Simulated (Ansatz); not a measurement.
The parent structure is Pt in the fcc (Cu type) structure (space group Fm-3m, No. 225; a = 3.920 Å; relaxed with 0.1 eV smearing). Axes: x, y, z lie along the cube axes.

Computed with Ansatz (a first-principles code) PBEsol, no SOC.

One thing is altered: the cell is scaled by 1.0300 in all directions; the atoms relax in the strained cell.

Task: Predict the stress tensor and what it implies for the stiffness.

Result: Stress of the strained cell less that of the base (GPa, compression positive):
```
  -19.9     0.0     0.0
    0.0   -19.9     0.0
    0.0     0.0   -19.9
```

Then B = −ΔP/(ΔV/V₀) with ΔV/V₀ = 0.0927 gives secant stiffness values (nonlinear terms included at this strain): B ≈ 215 GPa.

As a check, the harmonic strain energy −½ V₀ Δσ:ε is 84 meV/atom; the computed energy rise is 95 meV/atom.

Whether these cells are dynamically stable was not tested. All final runs are without spin polarisation. Pt lies near a magnetic instability that expansion can trigger; it was not tested.
